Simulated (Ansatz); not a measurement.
AlV2C, response to strain

Consider AlV2C (space group P6_3/mmc, No. 194).

AlV2C is taken in the hexagonal space group P6₃/mmc (No. 194), Pearson symbol hP8. Lattice parameters: a = b = 2.9052 Å, c = 13.1346 Å, α = β = 90.00°, γ = 120.00°. Al on 2d has 6 V at 2.738 Å and 6 Al at 2.905 Å (anticuboctahedral). V on 4f is coordinated by 3 C at 2.016 Å and 3 Al at 2.738 Å and 9 V at 2.797–2.905 Å. C on 2a sees 6 V at 2.016 Å (octahedral). (Neighbours: up to the widest gap in distance over summed covalent radii, below 1.35, at either atom; cation-cation and far metal-metal contacts left out.)

Strains are applied to the cell and any free atomic positions relax.

Method: PBE (Ansatz, a program for electronic structure), no SOC.

Notes on the quantities. energy relative to the base: free energy F.

```tsv
isotropic strain (%)	energy relative to the base (meV/atom)
-3.83	97.6
-3.15	64.4
-0.99	5.9
-0.78	?
0	0.0
```

Problem. Fit ΔE = Aε² + Bε³ (ε in %) to the rows shown and predict the withheld row.

Solution. Least squares on the printed values gives A = 5.75 and B = -0.24 meV/atom (largest residual 0.0 meV/atom); this predicts 3.6 meV/atom, and the run gives 3.6 meV/atom, in agreement.

No phonon test of stability was made. Seeded moments were not kept for the base. The final runs are not spin-polarised.
